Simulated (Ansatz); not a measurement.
**hcp Gd**

Level of theory: r²SCAN (Ansatz, a quantum-chemistry and plane-wave program, plane waves, PAW).

Numerical settings: plane-wave cutoff 560 eV, 18×18×10 k mesh (along the axes of the cell as run), Fermi–Dirac smearing 0.05 eV, spin-polarised with parallel moments, scalar-relativistic PAW data made under PBE.

Cell (relaxed at this level):

```
CELL_PARAMETERS angstrom
      1.81965    -3.15173     0.00000
      1.81965     3.15173     0.00000
      0.00000     0.00000     5.90694
ATOMIC_POSITIONS crystal
  Gd 0.33333 0.66667 0.25000
  Gd 0.66667 0.33333 0.75000
```
Starting moments (μB, in the order of the record's atoms Gd Gd): 7.0 7.0.

For hcp Gd, the bulk modulus B0 comes out as 37.8 GPa, the magnetic moment per atom (the cell's total over its atoms) comes out as 7.93 μB and the pressure derivative B′ of the bulk modulus is 3.0.

Measured, for comparison: bulk modulus 37.9 GPa (room temperature, not corrected to a static lattice; as tabulated in Wikipedia's data pages). Computed (rounded) less measured: bulk modulus -0.3 %.

Note: the 4f shell is treated without U or exact exchange, so its levels and filling can be wrong; the collinear magnetic order is the start's and need not be the measured one; the bulk modulus comes from volumes at which shape and atoms were relaxed.

Moments are spin moments.

Spin–orbit coupling is not included.

Static lattice: no zero-point or thermal effects.
